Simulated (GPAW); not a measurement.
Band structure of NaCl (Fm-3m, 2 atoms in the cell).

```
NaCl
1.0
    0.00000     2.75076     2.75076
    2.75076     0.00000     2.75076
    2.75076     2.75076     0.00000
Na Cl
1 1
Direct
  0.00000   0.00000   0.00000
  0.50000   0.50000   0.50000
```

Level of theory: PBE, GPAW PAW datasets PBE (gpaw-data 1.0.1) (plane waves; GPAW 25.7.0).

Settings: mode = pw; ecut = 850 eV; xc = PBE; kpts = 8 8 8; mesh shift (steps) = 0 0 0; occupations.name = fermi-dirac; occupations.width = 0.02 eV; nbands = -8; convergence.forces = 0.001 eV/Å; convergence.bands = -6; symmetry.symmorphic = false; symmetry.tolerance = 0.0005; maxiter = 120; bandpath_npoints = 40.

The starting cell comes from a database of computed structures (which also holds hypothetical and non-ambient phases and stackings), without a prior relaxation at this level. Its lattice was rescaled by a random factor within 2.5 % of one.

Task: Predict the gap along the standard path and the places of the band edges.

Result: The gap along the path is 5.42 eV, direct at Γ to within 0.01 eV.

Levels in eV from the top of the valence band on the SCF mesh, bands 4 to 11:
| point | 4 | 5 | 6 | 7 | 8 | 9 | 10 | 11 |
|---|---|---|---|---|---|---|---|---|
| Γ | -12.84 | 0.00 | 0.00 | 0.00 | 5.42 | 11.10 | 11.10 | 11.10 |
| X | -12.37 | -1.86 | -0.67 | -0.67 | 7.73 | 7.98 | 11.88 | 15.22 |
| W | -12.35 | -1.34 | -1.33 | -0.85 | 9.11 | 9.86 | 9.86 | 11.70 |
| K | -12.36 | -1.58 | -1.26 | -0.56 | 8.35 | 9.24 | 10.91 | 13.04 |
| L | -12.42 | -2.16 | -0.31 | -0.31 | 7.39 | 11.06 | 11.06 | 11.26 |
| U | -12.36 | -1.58 | -1.26 | -0.56 | 8.35 | 9.24 | 10.91 | 13.04 |
